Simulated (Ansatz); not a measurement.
# IrO2: Os on a Ir site, symmetric start

The parent structure is a 12-atom supercell of IrO2 in the rutile structure (space group P4_2/mnm, No. 136; a = 4.5293 Å, c = 3.1798 Å) at its relaxed geometry.

One thing is altered: a neutral Os on a Ir site, symmetric start, atoms relaxed at fixed cell.

Method: PBE, PAW, 420 eV (Ansatz, a quantum-chemistry and plane-wave program; no spin-orbit coupling). Γ-centred 8×8×8 mesh, Fermi–Dirac width 0.05 eV.

```tsv
quantity	base	changed	shift
pressure	0.0 GPa	0.3 GPa	+0.3 GPa
energy gained by relaxation	–	0.05 eV	–
largest displacement of a host atom from its site in the perfect cell	–	0.03 Å	–
mean distance from the defect site to its nearest host atoms	3.73 bohr	3.68 bohr	-0.05 bohr
```

Final structure:

```yaml
crystal:
  lattice:
    - [4.52926, 0.00000, -3.17980]
    - [0.00000, 4.52926, -3.17980]
    - [0.00000, 4.52926, 3.17980]
  atoms:
    - { symbol: Os, position: [0.00000, 0.00000, 0.00000] }
    - { symbol: Ir, position: [0.00000, 0.50000, 0.50000] }
    - { symbol: Ir, position: [0.50000, 0.74978, 0.75022] }
    - { symbol: Ir, position: [0.50000, 0.25022, 0.24978] }
    - { symbol: O, position: [0.30414, 0.00000, 0.30414] }
    - { symbol: O, position: [0.30807, 0.50000, 0.80807] }
    - { symbol: O, position: [0.81036, 0.43654, 0.75310] }
    - { symbol: O, position: [0.81036, 0.94275, 0.24690] }
    - { symbol: O, position: [0.18964, 0.05725, 0.75310] }
    - { symbol: O, position: [0.18964, 0.56346, 0.24690] }
    - { symbol: O, position: [0.69586, 0.00000, 0.69586] }
    - { symbol: O, position: [0.69193, 0.50000, 0.19193] }
```

In so small a cell the defect repeats every few ångströms: this is an ordered compound, not a dilute defect. The defect started on the symmetric site and kept its symmetry, so it may sit on a saddle. No Hubbard U is applied, and correlation can decide whether such a compound is a metal. The final runs are not spin-polarised. The defect cell is not spin-polarised.
